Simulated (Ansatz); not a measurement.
A self-consistent single point of La3SbO3 (C2/m, 14 atoms in the cell) with Ansatz (an electronic-structure program).

Level of theory: r2SCAN, default PAW files made with PBE (plane waves; Ansatz).

```xyz
14
Lattice="6.9374 -2.0589 0.0000 6.9374 2.0589 0.0000 -5.9175 0.0000 10.8532" Properties=species:S:1:pos:R:3 pbc="T T T"
La     4.9571     0.0000     0.6054
La     3.0003     0.0000    10.2478
La     1.6103     0.0000     6.5237
La     6.3470     0.0000     4.3294
La    10.0057     0.0000     3.1819
La    -2.0484     0.0000     7.6712
Sb     7.3424     0.0000     8.8725
Sb     0.6149     0.0000     1.9807
O     10.7210     0.0000     0.9664
O     -2.7637     0.0000     9.8868
O      3.6788     0.0000     7.6187
O      4.2785     0.0000     3.2345
O      8.7522     0.0000     5.2975
O     -0.7948     0.0000     5.5556
```

Reference input (self-consistent single point, DFT, r2SCAN, plane waves, default PAW files made with PBE): basis.ecutwfc = 500 eV; kpoints.mp_grid.grid = 5 5 2; hamiltonian.xc = r2scan; hamiltonian.pseudopotentials = {kind: paw} (the program's default PAW files); scf.occupations.method = fixed. This run's input differs from it in these lines:

Ansatz 0.2 input:
```diff
@@ -24,3 +24,3 @@
 kpoints:
-  mp_grid: { grid: [5, 5, 2] }
+  mp_grid: { grid: [6, 6, 2] }
 hamiltonian:
```

The program printed (abridged):

```
SCF iter   1: F=—  HF=-54025.177184 eV  |F-HF|=—  |Δ(HF+E_count)|=         —  Δρ=1.17e-2  dr2=7.89e-1  dr2_τ=3.92e-1  ethr=1.77e-3  ⟨swp⟩=5.5  Hψ=7986  notcnv=0  defer=299
all-band conjugate gradients solve this SCF's bands
preconditioner: auto → Resta (q_TF=auto, 2.366 Å⁻¹)
SCF iter   2: F=—  HF=-54025.445214 eV  |F-HF|=—  |Δ(HF+E_count)|=   2.68e-1  Δρ=5.26e-3  dr2=9.00e-2  dr2_τ=1.37e-2  ethr=5.98e-4  ⟨swp⟩=3.7  Hψ=4414  notcnv=0  defer=286
   [... lines left out ...]
SCF iter   7: F=—  HF=-54025.433712 eV  |F-HF|=—  |Δ(HF+E_count)|=   5.92e-5  Δρ=4.85e-5  dr2=6.46e-6  dr2_τ=8.84e-7  ethr=2.30e-8  ⟨swp⟩=2.0  Hψ=3712  notcnv=0  defer=310
SCF iter   8: F=—  HF=-54025.433712 eV  |F-HF|=—  |Δ(HF+E_count)|=   6.93e-8  Δρ=1.48e-5  dr2=7.91e-7  dr2_τ=5.30e-8  ethr=4.90e-9  ⟨swp⟩=2.0  Hψ=3296  notcnv=0  defer=309
SCF iter   9: F=-54025.433712 eV  HF=-54025.433712 eV  |F-HF|=3.96e-8  |Δ(HF+E_count)|=   1.22e-7  Δρ=4.10e-6  dr2=5.24e-8  dr2_τ=1.85e-9  ethr=7.58e-11  ⟨swp⟩=18.6  Hψ=13854  notcnv=0
SCF 1 converged in 9 iterations: F = -54025.433712 eV  dr2 = 5.24e-8
Free energy (F): -54025.433712 eV
Internal energy: -54025.433712 eV  (E = F + TS)
E sigma→0 (E₀):  -54025.433712 eV
Fermi energy:    11.037880 eV
--- Forces (eV/Å), atoms counted from 1 ---
  atom   1  La    -0.00221884     0.00000000    -0.02872792
  atom   2  La     0.00221884     0.00000000     0.02872792
  atom   3  La    -0.03564418    -0.00000000    -0.01589507
  atom   4  La     0.03564418     0.00000000     0.01589507
  atom   5  La    -0.06150007    -0.00000000     0.00865102
  atom   6  La     0.06150007     0.00000000    -0.00865102
  atom   7  Sb    -0.01978108    -0.00000000    -0.02129220
  atom   8  Sb     0.01978108     0.00000000     0.02129220
  atom   9  O     -0.01756346     0.00000000    -0.00834720
   [... lines left out ...]
  atom  14  O     -0.00470360     0.00000000    -0.01102059
--- Stress (GPa, compression-positive) ---
        0.251628       0.000000      -0.024800
        0.000000       0.439098       0.000000
       -0.024799       0.000000       0.280990
  P = ⅓ Tr σ = 0.3239 GPa (3.239 kbar)
  The stress holds the Pulay correction. Without it, at fixed plane waves, as pw.x and ABINIT print it: P = 0.2802 GPa
```

The run converged in 9 iterations. Against the reference run the free energy goes down by 1.0 meV/atom, the pressure hardly changes (0.34 to 0.32 GPa), the largest force stays at 0.062 eV/Å and the gap on the mesh goes from 0.990 to 1.009 eV.

The starting cell comes from a database of computed structures (which also holds hypothetical and non-ambient phases and stackings), without a prior relaxation at this level. Spin-orbit coupling is off. Ansatz's pressure includes its estimate of the finite-basis (Pulay) stress.

Cost on one core of a shared machine: roughly 2 min.
